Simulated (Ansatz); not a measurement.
# How the band gap of BP (model structure, from the CdTe type, P6₄22, No. 181) moves with the method

No measured value is used here.

```tsv
level (code)	value (eV)
LDA (Ansatz)	0.00
PBE (Ansatz)	0.00
PBEsol (Ansatz)	0.00
r²SCAN (Ansatz)	0.15 (indirect)
PBE0 (Ansatz)	?
```

Question: Complete the blanks.

Answer: 
- PBE0 (Ansatz, a program for electronic structure), value (eV): 1.36 (indirect)

Computed values are for a static lattice. A gap of zero means that the bands touch or overlap; how far they overlap is not shown.  PBE0: the gap is read on the k mesh or supercell of the run alone and can be too large. Values are at the PBEsol cell. Cutoffs and k meshes differ between the levels. Ansatz's density-functional and Hartree–Fock values are scalar-relativistic unless marked +SOC, with PAW data made under PBE.

A model structure was made by putting elements into a prototype or built by hand; it is no filed structure, need not be a known phase, and can be a saddle point held by its symmetry.
